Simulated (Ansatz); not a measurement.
Consider Pt in the fcc (Cu type) structure (space group Fm-3m, No. 225; a = 3.9415 Å; relaxed with 0.1 eV smearing). Axes: x, y, z lie along the cube axes.

Computed with Kohn–Sham DFT with the r2SCAN functional, run in Ansatz (a first-principles code) with PAW and 500 eV plane waves, scalar-relativistic without spin-orbit coupling, earlier PAW set.

Perturbation: every lattice vector is shortened by 2.79 %; the atoms relax in the strained cell.

Problem. Predict the stress tensor and what it implies for the stiffness.

Solution. Stress of the strained cell less that of the base (GPa, compression positive):
```
   28.8     0.0     0.0
    0.0    28.8     0.0
    0.0     0.0    28.8
```

Then B = −ΔP/(ΔV/V₀) with ΔV/V₀ = -0.0814 gives secant stiffness values (nonlinear terms included at this strain): B ≈ 354 GPa.

As a check, the harmonic strain energy −½ V₀ Δσ:ε is 120 meV/atom; the computed energy rise is 102 meV/atom.

Whether these cells are dynamically stable was not tested. The final runs are not spin-polarised.
